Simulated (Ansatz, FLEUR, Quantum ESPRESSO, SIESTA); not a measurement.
**Code comparison for Ni3Fe (Pm-3m, 4 atoms in the cell)**

Self-consistent single point.

```yaml
crystal:
  lattice:
    - [3.60325, 0.00000, 0.00000]
    - [0.00000, 3.60325, 0.00000]
    - [0.00000, 0.00000, 3.60325]
  atoms:
    - { symbol: Fe, position: [0.00000, 0.00000, 0.00000], spin: 3.0 }
    - { symbol: Ni, position: [0.00000, 0.50000, 0.50000], spin: 0.5 }
    - { symbol: Ni, position: [0.50000, 0.00000, 0.50000], spin: 0.5 }
    - { symbol: Ni, position: [0.50000, 0.50000, 0.00000], spin: 0.5 }
```
(The spins are starting values, not results.)

Shared settings, as Ansatz (a quantum-chemistry and plane-wave program) writes them: kpoints.mp_grid.grid = 7 7 7; scf.occupations.method = fermi_dirac; scf.occupations.width = 0.0073 Ry. Potentials and cutoffs stand in the table.

```json
[
 {"code": "FLEUR", "model": "LDA (Perdew-Zunger), all-electron FLAPW (FLEUR), scalar-relativistic valence", "pressure (GPa)": "–", "size of the net moment (μB/atom)": "1.17", "cutoff": "Kmax 3.6 1/bohr"},
 {"code": "Ansatz", "model": "LDA (PW92), PAW files made with PBE", "pressure (GPa)": "-23.83", "size of the net moment (μB/atom)": "1.20", "cutoff": "default"},
 {"code": "SIESTA", "model": "LDA PW92, numerical atomic orbitals TZP, PseudoDojo LDA standard norm-conserving potentials (rewritten from UPF to PSML)", "pressure (GPa)": "-25.89", "size of the net moment (μB/atom)": "1.21", "cutoff": "grid 400 Ry"},
 {"code": "Quantum ESPRESSO", "model": "LDA (PZ), PSlibrary PAW (LDA) pseudopotentials", "pressure (GPa)": "-23.94", "size of the net moment (μB/atom)": "1.19", "cutoff": "55 Ry"}
]
```

A dash marks a value that a program does not give, or that is left out as unsure.

On Ansatz's run: the magnetic order is the one reached from the typed start; others were not searched systematically.

The spread over the programs that give each value: pressure within 2.06 GPa; size of the net moment within 0.04 μB/atom.

SIESTA uses small atom-centred bases, whose incompleteness enters pressures, forces and empty levels differently from a plane-wave cutoff. FLEUR treats all electrons, but the usual bases taken here (sphere radii, linearisation, local orbitals, empty states) were not tested for convergence, so the values are no reference for the others. Ansatz's pressure is given at a fixed set of plane waves, as the other plane-wave codes print theirs; with its correction for the finite basis it is -23.75 GPa. The same LDA comes in different parametrisations, which differ slightly. In the pressure, SIESTA (by 2.01) lies more than 1 GPa from the median of the plane-wave programs.

The starting cell has typed, rounded lattice constants, without a prior relaxation at this level. Its lattice was rescaled by a random factor within 2.5 % of one.

Keys are those of Ansatz 0.2.
